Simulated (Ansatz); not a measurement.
Input:

End structure of a constructed model of the (100) surface of fcc Al, a layer of Mn in place of the second plane (bottom of the slab: a bare face, its two planes held):

```yaml
crystal:
  lattice:
    - [2.85810, 0.00000, 0.00000]
    - [0.00000, 2.85810, 0.00000]
    - [0.00000, 0.00000, 26.50000]
  atoms:
    - { symbol: Al, position: [0.50000, 0.50000, 0.30527] }
    - { symbol: Al, position: [0.00000, 0.00000, 0.38153] }
    - { symbol: Al, position: [0.50000, 0.50000, 0.46169] }
    - { symbol: Al, position: [0.00000, 0.00000, 0.54143] }
    - { symbol: Mn, position: [0.50000, 0.50000, 0.60436] }
    - { symbol: Al, position: [0.00000, 0.00000, 0.66244] }
```

Set-up: 6 atoms, 10.3 Å thick at the start (thin: gaps and levels are the slab's own); mesh 13x13x1; 0.1 eV smearing; dipole correction on; 2 atoms held, the rest relaxed; start symmetry kept, larger cells not searched; spin-polarised, ending with about 2.2 μB a cell; orders that need a larger cell were not tried, no spin-orbit, no U. It is one candidate, not shown to be the stable structure of the face.

### Question
Give the work function of the top face at the level Ansatz (a first-principles code) with PBE.

### Answer
3.88 eV
